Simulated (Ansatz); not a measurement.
ZrN (P6₃/mmc, No. 194, 4 atoms in the cell; start mp-1093992; a measured phase of this formula has another space group)

Level of theory: PBEsol (Ansatz, a quantum-chemistry and plane-wave program, PAW).

Run with plane-wave cutoff 520 eV, 18×18×10 k mesh (along the axes of the cell as run), Fermi–Dirac smearing 0.05 eV, scalar-relativistic PAW data made under PBE.

Cell (relaxed at this level):

Space group P6₃/mmc (No. 194); a = 3.163 Å, b = 3.163 Å, c = 5.441 Å, α = 90.00°, β = 90.00°, γ = 120.00°

| atom | site | symmetry | x | y | z |
|---|---|---|---|---|---|
| Zr | 2c | -6m2 | 0.3333 | 0.6667 | 0.2500 |
| N | 2a | -3m. | 0.0000 | 0.0000 | 0.0000 |

```
Quantity                Result
---------------  -------------
band gap         zero (no gap)
bulk modulus B0        265 GPa
```

Note: the relaxation could not lower the start's symmetry, so the cell can be a saddle point above a distorted one; the bulk modulus is −V dP/dV from two relaxed cells at ±2 % in volume.

Spin–orbit coupling is not included.

The result took very roughly 80 core-seconds.

A start named mp-… is a Materials Project structure, which need not be a measured phase.
